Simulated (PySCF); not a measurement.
PySCF 2.14.0, PBE0/def2-svp, df: Mo(O)(Cl)4 ([O]=[Mo]([Cl])([Cl])([Cl])[Cl]), 6 atoms. The geometry is a generated start, not checked to be a minimum at this level.

```json
{
  "task": "energy",
  "method": "pbe0",
  "basis": "def2-svp",
  "two_electron_scheme": "density fitting",
  "mol.max_memory": "3000 MB",
  "mf.max_cycle": "100",
  "mf.conv_tol": "1e-09 (default)",
  "mf.grids.level": "3 (default)",
  "effective_core_potentials": "those of the basis set, past Kr",
  "basis_functions": "117",
  "grid_points": "112040"
}
```

```xyz
6

Mo     0.1120    -0.0306     0.1008
O      1.2818    -0.3227     1.1956
Cl    -1.4895     0.3697    -1.3843
Cl     0.2554     2.1973     0.3773
Cl     1.2509    -1.0195    -1.5515
Cl    -1.4106    -1.1942     1.2622
```

Charge 0 and multiplicity 1 are set for this test and not shown to be the ground state.

With the defaults (mf.DIIS = CDIIS, mf.diis = true, mf.diis_space = 8, newton = off, mf.init_guess = minao, mf.diis_damp = 0) it converges in 15 Fock builds. One run each on 2 threads, 1 BLAS thread, with these changes:
- mf.diis_space = 20
- mf.init_guess = huckel
- mf.diis_space = 12
- mf.DIIS = ADIIS
- newton = Hessian by the SCF's own integrals
- mf.diis = false
- mf.DIIS = EDIIS
- mf.diis_damp = 0.3
- mf.diis_space = 3

Q: Which of these changes keep the SCF from converging, or lead it to another solution?

A: No convergence: mf.DIIS = EDIIS; mf.diis = false (the run ends without SCF convergence in 100 cycles). The rest reach the solution of the defaults.

```json
[
 {"setting": "mf.diis_damp = 0.3", "Fock builds": "13", "end": "same solution"},
 {"setting": "the defaults", "Fock builds": "15", "end": "same solution"},
 {"setting": "mf.diis_space = 20", "Fock builds": "15", "end": "same solution"},
 {"setting": "mf.diis_space = 12", "Fock builds": "15", "end": "same solution"},
 {"setting": "mf.init_guess = huckel", "Fock builds": "20", "end": "same solution"},
 {"setting": "mf.DIIS = ADIIS", "Fock builds": "29", "end": "same solution"},
 {"setting": "mf.diis_space = 3", "Fock builds": "40", "end": "same solution"},
 {"setting": "newton = Hessian by the SCF's own integrals", "Fock builds": "52", "end": "same solution"},
 {"setting": "mf.DIIS = EDIIS", "Fock builds": "101", "end": "no convergence"},
 {"setting": "mf.diis = false", "Fock builds": "101", "end": "no convergence"}
]
```

Under newton the count holds the products with the orbital Hessian.
